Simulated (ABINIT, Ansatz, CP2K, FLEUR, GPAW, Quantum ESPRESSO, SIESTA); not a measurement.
# One structure in several programs: Mg6SiB (Amm2, 8 atoms in the cell)

Self-consistent single point.

```yaml
crystal:
  lattice:
    - [3.98486, 0.00000, 0.00000]
    - [0.00000, 4.08367, 4.34798]
    - [0.00000, -4.08367, 4.34798]
  atoms:
    - { symbol: Mg, position: [0.00000, 0.61016, 0.11372] }
    - { symbol: Mg, position: [0.00000, 0.11372, 0.61016] }
    - { symbol: Mg, position: [0.50000, 0.94244, 0.29288] }
    - { symbol: Mg, position: [0.50000, 0.29288, 0.94244] }
    - { symbol: Mg, position: [0.50000, 0.80677, 0.80677] }
    - { symbol: Mg, position: [0.50000, 0.40648, 0.40648] }
    - { symbol: Si, position: [0.00000, 0.61273, 0.61273] }
    - { symbol: B, position: [0.00000, 0.21484, 0.21484] }
```

All programs got the same cell, k-point mesh and kind of occupations (in Ansatz's words: kpoints.mp_grid.grid = 5 4 4; scf.occupations.method = fermi_dirac; scf.occupations.width = 0.136 eV); potentials, basis and cutoffs are each program's usual ones.

```
code                                                                                                                                 model  pressure (GPa)  largest force (eV/Å)  k-points           cutoff
----------------  ------------------------------------------------------------------------------------------------------------------------  --------------  --------------------  --------  ---------------
ABINIT                                                     LDA (PW92), norm-conserving pseudopotentials (PseudoDojo nc-sr-04 LDA standard)            0.84                 0.096        21            42 Ha
Quantum ESPRESSO                                                                       LDA (PZ), GBRV 1.5 ultrasoft (LDA) pseudopotentials            0.77                 0.097        21            40 Ry
GPAW                                                                         LDA (Perdew-Wang 92), GPAW PAW datasets LDA (gpaw-data 1.0.1)               –                 0.092        21           950 eV
Ansatz                                                                                                 LDA (PW92), PAW files made with PBE            0.74                 0.091        21          default
CP2K                                                  LDA (Pade form), GPW, DZVP-MOLOPT-SR-GTH basis, GTH-PADE potentials (GTH_POTENTIALS)            2.77                     –        42     grid 1000 Ry
SIESTA            LDA PW92, numerical atomic orbitals TZP, PseudoDojo LDA standard norm-conserving potentials (rewritten from UPF to PSML)            3.13                 0.291        44      grid 400 Ry
FLEUR                                                     LDA (Vosko-Wilk-Nusair), all-electron FLAPW (FLEUR), scalar-relativistic valence               –                 0.092        21  Kmax 4.4 1/bohr
```

Size of the force on each atom (eV/Å): Sizes of forces hide their directions.

```json
[
 {"code": "ABINIT", "Mg1": "0.078", "Mg2": "0.078", "Mg3": "0.082", "Mg4": "0.082", "Mg5": "0.044", "Mg6": "0.000", "Si7": "0.009", "B8": "0.096"},
 {"code": "Quantum ESPRESSO", "Mg1": "0.077", "Mg2": "0.077", "Mg3": "0.083", "Mg4": "0.083", "Mg5": "0.045", "Mg6": "0.005", "Si7": "0.010", "B8": "0.097"},
 {"code": "GPAW", "Mg1": "0.072", "Mg2": "0.072", "Mg3": "0.079", "Mg4": "0.079", "Mg5": "0.047", "Mg6": "0.010", "Si7": "0.009", "B8": "0.092"},
 {"code": "Ansatz", "Mg1": "0.072", "Mg2": "0.072", "Mg3": "0.080", "Mg4": "0.080", "Mg5": "0.045", "Mg6": "0.008", "Si7": "0.010", "B8": "0.091"},
 {"code": "SIESTA", "Mg1": "0.242", "Mg2": "0.242", "Mg3": "0.291", "Mg4": "0.291", "Mg5": "0.115", "Mg6": "0.097", "Si7": "0.056", "B8": "0.254"},
 {"code": "FLEUR", "Mg1": "0.073", "Mg2": "0.073", "Mg3": "0.080", "Mg4": "0.080", "Mg5": "0.044", "Mg6": "0.007", "Si7": "0.011", "B8": "0.092"}
]
```

A dash marks a value that a program does not give, or that is left out as unsure.

The spread over the programs that give each value: pressure within 2.39 GPa; largest force within 0.200 eV/Å.

The starting cell comes from a database of computed structures (which also holds hypothetical and non-ambient phases and stackings), without a prior relaxation at this level. Its lattice was rescaled by a random factor within 2.5 % of one.

Problem. Why do the programs differ, and what cannot be compared?

Solution. Differences of this kind can come from the potentials, where these differ, and from what each basis and cutoff leave unconverged. The zero of total energies and Fermi levels follows the potentials and each program's conventions, so they are not compared here. CP2K and SIESTA use small atom-centred bases, whose incompleteness enters pressures, forces and empty levels differently from a plane-wave cutoff. FLEUR treats all electrons, but the usual bases taken here (sphere radii, linearisation, local orbitals, empty states) were not tested for convergence, so the values are no reference for the others. Ansatz's pressure is given at a fixed set of plane waves, as the other plane-wave codes print theirs. The pressure of GPAW is left out: its cutoff lies under the one at which its stress was checked. The same LDA comes in different parametrisations, which differ slightly. The programs reduce the same mesh by symmetry to different extents, which changes the work and not the result. In the pressure, CP2K (by 2.00) and SIESTA (by 2.36) lie more than 1 GPa from the median of the plane-wave programs. In the force vectors, SIESTA (by 0.216) lies more than 0.08 eV/Å from the median of the plane-wave programs.

Ansatz is a first-principles code.

Keys are those of Ansatz 0.2.
